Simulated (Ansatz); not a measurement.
**ZnS: isotropic strain −0.60 %**

Consider ZnS in the wurtzite structure (space group P6_3mc, No. 186; a = 3.8453 Å, c = 6.3052 Å).

Modification: the cell is scaled by 0.9940 in all directions, atoms relaxed at fixed cell.

Level of theory: DFT with PBE, PAW potentials and a 420 eV plane-wave cutoff in Ansatz (a program for electronic structure), without spin-orbit coupling. Γ-centred 10×10×5 mesh, Fermi–Dirac width 0.05 eV.

| quantity | base | changed | shift |
|---|---|---|---|
| volume per atom | 20.18 Å³ | 19.82 Å³ | -0.36 Å³ |
| shortest interatomic distance | 4.454 bohr | 4.427 bohr | -0.027 bohr |
| energy relative to the base (free energy F) | 0 meV/atom | +1.4 meV/atom | +1.4 meV/atom |
| pressure (mean of the normal stresses, compression positive) | 0.00 GPa | 1.30 GPa | +1.30 GPa |
| band gap | 2.08 eV | 2.16 eV | +0.08 eV |
| gap character | direct at Γ | direct at Γ | – |
| mean gap deformation potential ΔEg/Δln V | – | -4.5 eV | – |
| width of the top valence band | 2.03 eV | 2.09 eV | +0.06 eV |
| electron mass | 0.16 mₑ along c, 0.18 mₑ across (at Γ) | 0.16 mₑ along c, 0.18 mₑ across (at Γ) | – |
| valence-band top at Γ (three highest levels, from the VBM) | 0.00, 0.00, -0.07 eV | 0.00, 0.00, -0.08 eV | – |

Final structure:

```
ZnS
1.0
    3.82221     0.00000     0.00000
   -1.91111     3.31013     0.00000
    0.00000     0.00000     6.26738
Zn S
2 2
Direct
  0.33333   0.66667   0.00023
  0.66667   0.33333   0.50023
  0.33333   0.66667   0.37477
  0.66667   0.33333   0.87477
```

Masses are band curvatures over ±0.01 Å⁻¹ around the edge. No phonon test of stability was made.
